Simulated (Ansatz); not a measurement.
Inside the gap of an insulator the Bloch states are evanescent, with a wavenumber k + iκ along the transport direction.

```xyz
2
Lattice="3.8094 0.0000 0.0000 -1.9047 3.2991 0.0000 1.9047 -1.0997 3.1104" Properties=species:S:1:pos:R:3 pbc="T T T"
Zn     0.0000     0.0000     0.0000
S      0.0000     2.1994     0.7776
```

The cell is taken as given.

Transport runs along the normal of the first two printed cell vectors, the (111) plane of the conventional cell.

The gap is the functional's own, uncorrected, and κ follows it; spin-orbit coupling is left out. Mid-gap means the computed energy nearest the middle.

**Question.** Estimate the band gap and the smallest decay constant κ at mid-gap that r2SCAN (Ansatz, a first-principles code) returns for this system.

**Answer.** Gap 2.71 eV on a 10×10×10 mesh; κ = 0.173 1/Å, at the zone centre.
